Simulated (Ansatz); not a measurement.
The reference is CeO2 in the fluorite structure (space group Fm-3m, No. 225; a = 5.4645 Å).

Structures relaxed with PBE/PAW in Ansatz (an electronic-structure program), without spin-orbit coupling, earlier PAW set.

Base:

Simulated powder pattern, Cu Kα1, λ = 1.54056 Å (kinematic, ideal powder, no thermal factors, no anomalous dispersion; the 10 strongest lines at most, above 2 %, up to 2θ = 90°):

```json
[
 {"2θ (°)": "28.26", "I/Imax (%)": "100", "hkl": "(111)"},
 {"2θ (°)": "32.75", "I/Imax (%)": "29", "hkl": "(200)"},
 {"2θ (°)": "46.99", "I/Imax (%)": "55", "hkl": "(220)"},
 {"2θ (°)": "55.75", "I/Imax (%)": "44", "hkl": "(311)"},
 {"2θ (°)": "58.46", "I/Imax (%)": "8.2", "hkl": "(222)"},
 {"2θ (°)": "68.64", "I/Imax (%)": "8.2", "hkl": "(400)"},
 {"2θ (°)": "75.82", "I/Imax (%)": "18", "hkl": "(331)"},
 {"2θ (°)": "78.16", "I/Imax (%)": "11", "hkl": "(420)"},
 {"2θ (°)": "87.35", "I/Imax (%)": "17", "hkl": "(422)"}
]
```

After one change:

Simulated powder pattern, Cu Kα1, λ = 1.54056 Å (kinematic, ideal powder, no thermal factors, no anomalous dispersion; the 10 strongest lines at most, above 2 %, up to 2θ = 90°):

```csv
2θ (°),I/Imax (%)
28.31,100
32.81,29
47.08,55
55.85,44
58.57,8.2
68.78,8.2
75.97,18
78.32,11
87.54,17
```

### Question
Which change produced these results?
A) pressure −2 GPa
B) pressure 0.9 GPa
C) pressure 15 GPa
D) pressure 9 GPa

### Answer
B, pressure 0.9 GPa. Its volume per atom is 13.53 Å³ against 13.60 Å³, and its space group is Fm-3m (No. 225).

Load acts through the strain it causes; cell and atoms are relaxed under it. Whether these cells are dynamically stable was not tested. Competing high-pressure phases were not computed. Starting moments died away, wholly or in part, for the base; another magnetic solution may exist. The final runs are not spin-polarised.
